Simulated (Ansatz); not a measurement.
The reference is Zn in the hcp (Mg type) structure (space group P6_3/mmc, No. 194; a = 2.6129 Å, c = 4.7815 Å; relaxed with 0.1 eV smearing). Axes: x lies along a and z along c of the hexagonal cell.

The values are results of Kohn–Sham DFT with the PBEsol functional, run in Ansatz (a first-principles code) with PAW and 420 eV plane waves, no spin-orbit coupling, not measurements.

Strains are applied to the cell and any free atomic positions relax.

One change was made to it. Results:

| quantity | base | after |
|---|---|---|
| energy relative to the base (free energy F) | 0 meV/atom | +3.0 meV/atom |
| pressure (mean of the normal stresses, compression positive) | 0.0 GPa | 1.9 GPa |
| shortest interatomic distance | 2.613 Å | 2.613 Å |

Problem. Which of these changes matches the shifts?
A. uniaxial strain ε_zz = −2.50 %
B. uniaxial strain ε_zz = −0.50 %
C. uniaxial strain ε_zz = −1.00 %
D. uniaxial strain ε_zz = +2.50 %
E. uniaxial strain ε_zz = −1.50 %

Solution. A, uniaxial strain ε_zz = −2.50 %. For comparison, the pressure in the other runs: uniaxial strain ε_zz = +2.50 % gives -1.6 GPa; uniaxial strain ε_zz = −1.00 % gives 0.7 GPa; uniaxial strain ε_zz = −0.50 % gives 0.4 GPa; uniaxial strain ε_zz = −1.50 % gives 1.1 GPa.

No phonon test of stability was made.
